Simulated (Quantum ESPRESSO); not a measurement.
Quantum ESPRESSO is run on Sn3O2F2 (Pnma, 28 atoms in the cell), and the run fails. The aim is a self-consistent single point with DFT, PBEsol, plane waves, GBRV 1.5 ultrasoft (PBESOL) pseudopotentials.

This input was run:

```fortran
&control
 calculation = 'scf',
 prefix = 'sn3(of)2',
 outdir = './tmp',
 pseudo_dir = './',
 tprnfor = .true.,
 tstress = .true.,
/
&system
 ibrav = 0,
 celldm(1) = 29.352567873,
 nat = 29,
 ntyp = 3,
 ecutwfc = 40,
 ecutrho = 200,
 occupations = 'smearing',
 smearing = 'cold',
 degauss = 0.0147,
/
&electrons
 conv_thr = 1.0d-10,
/
ATOMIC_SPECIES
Sn   118.7100  sn_pbesol_v1.4.uspp.F.UPF
O     15.9990  o_pbesol_v1.2.uspp.F.UPF
F     18.9984  f_pbesol_v1.4.uspp.F.UPF
CELL_PARAMETERS alat
   1.000000000     0.000000000     0.000000000
   0.000000000     0.361090241     0.000000000
   0.000000000     0.000000000     0.436096470
ATOMIC_POSITIONS crystal
Sn    0.035920000    0.250000000    0.158630000
Sn    0.964080000    0.750000000    0.841370000
Sn    0.464080000    0.750000000    0.658630000
Sn    0.535920000    0.250000000    0.341370000
Sn    0.099250000    0.250000000    0.664650000
Sn    0.900750000    0.750000000    0.335350000
Sn    0.400750000    0.750000000    0.164650000
Sn    0.599250000    0.250000000    0.835350000
Sn    0.181580000    0.750000000    0.010440000
Sn    0.818420000    0.250000000    0.989560000
Sn    0.318420000    0.250000000    0.510440000
Sn    0.681580000    0.750000000    0.489560000
O     0.081650000    0.500750000    0.908400000
O     0.918350000    0.499250000    0.091600000
O     0.418350000    0.499250000    0.408400000
O     0.581650000    0.500750000    0.591600000
O     0.581650000    0.999250000    0.591600000
O     0.418350000    0.000750000    0.408400000
O     0.918350000    0.000750000    0.091600000
O     0.081650000    0.999250000    0.908400000
F     0.036130000    0.750000000    0.353080000
F     0.963870000    0.250000000    0.646920000
F     0.463870000    0.250000000    0.853080000
F     0.536130000    0.750000000    0.146920000
F     0.258140000    0.250000000    0.236560000
F     0.741860000    0.750000000    0.763440000
F     0.241860000    0.750000000    0.736560000
F     0.758140000    0.250000000    0.263440000
K_POINTS automatic
1 3 3  0 0 0
```

Output, abridged:

```
     This program is part of the open-source Quantum ESPRESSO suite
     for quantum simulation of materials; please cite

 %%%%%%%%%%%%%%%%%%%%%%%%%%%%%%%%%%%%%%%%%%%%%%%%%%%%%%%%%%%%%%%%%%%%%%%%%%%%%%
     Error in routine read_cards (29):
     wrong number of columns in ATOMIC_POSITIONS
 %%%%%%%%%%%%%%%%%%%%%%%%%%%%%%%%%%%%%%%%%%%%%%%%%%%%%%%%%%%%%%%%%%%%%%%%%%%%%%

     stopping ...
```

Problem. Read the log: what does the program object to, and what is the fix?

Solution. The fault is an atom count that does not match the list of atoms; here the program stops on it instead of giving results. To fix it, make the count match the list. The program stopped before any SCF iteration.

The sound input it was made from differs as follows (other fixes are possible):
```diff
- nat = 29,
+ nat = 28,
```

With that input, the run converged in 14 iterations: free energy E − TS -34745.5945 eV; top of the valence band (on the code's own zero) 5.21 eV; gap on the k-point mesh 1.91 eV; pressure -2.97 GPa; largest force (vector length) 0.492 eV/Å (DFT, PBEsol, plane waves, GBRV 1.5 ultrasoft (PBESOL) pseudopotentials).

On the sound input: the starting cell comes from a database of computed structures (which also holds hypothetical and non-ambient phases and stackings), without a prior relaxation at this level.
